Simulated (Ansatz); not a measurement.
Base system: ZrC in the rock salt structure (space group Fm-3m, No. 225; a = 4.6691 Å; relaxed with 0.1 eV smearing). Axes: x, y, z lie along the cube axes.

Level of theory: PBEsol (Ansatz, a program for electronic structure; PAW; 420 eV plane waves; no spin-orbit coupling).

Strains are applied to the cell and any free atomic positions relax.

One change was made to it. Results:

The energy rises by 3.2 meV/atom; the shortest interatomic distance stays 2.335 Å.

Question: Which of these changes matches the shifts?
A) tensor shear ε_xy = +1.14 %
B) tensor shear ε_xy = +1.43 %
C) tensor shear ε_xy = +0.86 %

Answer: A, tensor shear ε_xy = +1.14 %. For comparison, the energy relative to the base in the other runs: tensor shear ε_xy = +1.43 % gives +5.1 meV/atom; tensor shear ε_xy = +0.86 % gives +1.8 meV/atom.

Whether these cells are dynamically stable was not tested. All final runs are without spin polarisation.
